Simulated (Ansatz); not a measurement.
Input and output of a self-consistent single point for VSe2 (P3m1, 3 atoms in the cell) (Ansatz, an electronic-structure program).

Level of theory: LDA (PW92), default PAW files made with PBE (plane waves; Ansatz).

The change in words: lattice scaled by 0.98. Reference geometry:
```
VSe2
1.0
    3.40918     0.00000     0.00000
   -1.70459     2.95244     0.00000
    0.00000     0.00000     6.31796
V Se
1 2
Direct
  0.00000   0.00000   0.00791
  0.66667   0.33333   0.75873
  0.33333   0.66667   0.24127
```
Moments meant for the start (each program seeds them in its own way; μB, in the order of the atoms V Se Se): 2.0 0.0 0.0.

Reference input (self-consistent single point, DFT, LDA (PW92), plane waves, default PAW files made with PBE): basis.ecutwfc = 420 eV; kpoints.mp_grid.grid = 11 11 5; hamiltonian.xc = lda; hamiltonian.pseudopotentials = {kind: paw} (the program's default PAW files); magnetization.spin_polarized = true; scf.occupations.method = gaussian; scf.occupations.width = 0.1 eV. This run's input differs from it in these lines:

Ansatz 0.2 input:
```diff
@@ -3,9 +3,9 @@
   lattice:
-    - [3.409178, 0.000000, 0.000000]
-    - [-1.704589, 2.952436, 0.000000]
-    - [0.000000, 0.000000, 6.317961]
+    - [3.340994, 0.000000, 0.000000]
+    - [-1.670497, 2.893387, 0.000000]
+    - [0.000000, 0.000000, 6.191602]
   atoms:
-    - { symbol: V, position_ang: [0.000000, 0.000000, 0.050000], spin: 2.0 }
-    - { symbol: Se, position_ang: [1.704591, 0.984144, 4.793627] }
-    - { symbol: Se, position_ang: [-0.000002, 1.968292, 1.524334] }
+    - { symbol: V, position_ang: [0.000000, 0.000000, 0.049000], spin: 2.0 }
+    - { symbol: Se, position_ang: [1.670499, 0.964461, 4.697754] }
+    - { symbol: Se, position_ang: [-0.000002, 1.928926, 1.493848] }
 basis:
```

The program printed (abridged):

```
SCF iter   1: F=—  HF=-13629.715967 eV  |F-HF|=—  |Δ(HF+E_count)|=         —  Δρ=6.09e-2 (↑4.43e-2 ↓6.09e-2)  dr2=5.05e0  dr2_m=1.25e0  M=0.572 μB ∫|m|=0.682 μB  β_m=0.30  ethr=3.10e-3  ⟨swp⟩=5.8  Hψ=14867  notcnv=0
Mixer restart at iter 1: flushing history
all-band conjugate gradients solve this SCF's bands
preconditioner: auto → Kerker (q_TF=auto, 2.602 Å⁻¹)
spin=Collinear: Kerker preconditioning applied to the charge; magnetization (m = ρ↑ − ρ↓) channel mixes plain (no charge-response kernel on spin).
   [... lines left out ...]
SCF iter  17: F=—  HF=-13629.070119 eV  |F-HF|=—  |Δ(HF+E_count)|=  3.75e-10  Δρ=2.23e-7 (↑2.23e-7 ↓2.03e-7)  dr2=1.75e-10  dr2_m=4.74e-13  M=0.181 μB ∫|m|=0.214 μB  β_m=0.97  ethr=5.15e-12  ⟨swp⟩=2.0  Hψ=5624  notcnv=0  defer=269
SCF iter  18: F=-13629.070119 eV  HF=-13629.070119 eV  |F-HF|=6.18e-11  |Δ(HF+E_count)|=  1.46e-11  Δρ=1.61e-7 (↑1.11e-7 ↓1.61e-7)  dr2=7.68e-11  dr2_m=4.77e-13  M=0.181 μB ∫|m|=0.214 μB  ethr=1.00e-12  ⟨swp⟩=7.1  Hψ=12826  notcnv=0
SCF 1 converged in 18 iterations: F = -13629.070119 eV  dr2 = 7.68e-11
WARN: the net moment that the starting moments add up to was not kept …
Magnetization: 0.1806 μB (22.5903 up, 22.4097 down)
   [... lines left out ...]
Absolute magnetization: 0.2135 μB (∫|ρ↑−ρ↓|, with the PAW one-centre terms)
Free energy (F): -13629.070119 eV
Fermi energy:    10.469009 eV
   [... lines left out ...]
  atom   3  Se     0.00000000    -0.00000000     0.94517741
--- Stress (GPa, compression-positive) ---
       -3.317431       0.000000       0.000000
        0.000000      -3.317431      -0.000000
       -0.000000      -0.000000       1.980275
  P = ⅓ Tr σ = -1.5515 GPa (-15.515 kbar)
  The stress holds the Pulay correction. Without it, at fixed plane waves, as pw.x and ABINIT print it: P = -1.5945 GPa
```

The run converged in 18 iterations. Against the reference run the free energy goes down by 32.0 meV/atom, the pressure goes from -6.40 to -1.55 GPa, the largest force goes from 0.694 to 0.945 eV/Å and the size of the net moment goes from 0.18 to 0.06 μB/atom.

The starting cell comes from a database of computed structures (which also holds hypothetical and non-ambient phases and stackings), without a prior relaxation at this level. Its lattice was rescaled by up to half a per cent. One atom was moved a little off its site on purpose. For this run, on top of that: lattice scaled by 0.98. The moments shrank to a small part of their start, a low-spin state that need not be the lowest. The program warned that a starting moment was not kept. Ansatz's pressure includes its estimate of the finite-basis (Pulay) stress.
